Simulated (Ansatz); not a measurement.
# Response to strain in Al

Base system: Al in the fcc (Cu type) structure (space group Fm-3m, No. 225; a = 3.992 Å; relaxed with 0.1 eV smearing). Axes: x, y, z lie along the cube axes.

Strains are applied to the cell and any free atomic positions relax.

Level of theory: DFT with r2SCAN, PAW potentials and a 500 eV plane-wave cutoff in Ansatz (a first-principles code), no spin-orbit coupling, earlier PAW set.

Candidates:
(a) isotropic strain −3.26 %
(b) uniaxial strain ε_yy = +0.31 %
(c) isotropic strain +2.13 %
(d) uniaxial strain ε_yy = −2.72 %

Notes on the quantities. energy relative to the base: free energy F.

Problem. Order them by energy relative to the base, highest first.

Solution. (a) isotropic strain −3.26 % (+49 meV/atom), (c) isotropic strain +2.13 % (+17 meV/atom), (d) uniaxial strain ε_yy = −2.72 % (+5.4 meV/atom), (b) uniaxial strain ε_yy = +0.31 % (+0.1 meV/atom)

No phonon test of stability was made.
